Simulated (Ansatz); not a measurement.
## Effect of tensor shear ε_xz = +0.29 % on Hf

The reference is Hf in the hcp (Mg type) structure (space group P6_3/mmc, No. 194; a = 3.198 Å, c = 5.049 Å; relaxed with 0.1 eV smearing). Axes: x lies along a and z along c of the hexagonal cell.

One thing is altered: tensor shear ε_xz = +0.29 % (engineering shear γ = 0.0058), atoms relaxed at fixed cell.

Level of theory: Ansatz (a program for electronic structure), r2SCAN, PAW, cutoff 500 eV, without spin-orbit coupling. Settings: 21×21×12 k-points, 0.1 eV Fermi–Dirac smearing.

The volume per atom is still 22.36 Å³ and the space group becomes C2/c (No. 15) (base: P6_3/mmc (No. 194)). The shortest interatomic distance drops by 0.0075 Å (3.128 Å → 3.120 Å) and the energy is nearly the same. The pressure (mean of the normal stresses, compression positive) stays 0.0 GPa and the band gap stays zero. The stress (xx, yy, zz, yz, xz, xy; compression positive) comes out as (0.0, 0.0, 0.0, 0.0, -0.3, 0.0) GPa.

Final structure:

```
CELL_PARAMETERS angstrom
      3.19829     0.00000     0.00928
     -1.59915     2.76980    -0.00464
      0.01464     0.00000     5.04882
ATOMIC_POSITIONS crystal
  Hf 0.66667 0.33333 0.75000
  Hf 0.33333 0.66667 0.25000
```

Cost of the whole job for the changed cell (relaxation, final SCF and bands): about 4 core-minutes (a rough figure).

The cells carry an imposed strain or load. No phonon test of stability was made. The final runs are not spin-polarised.
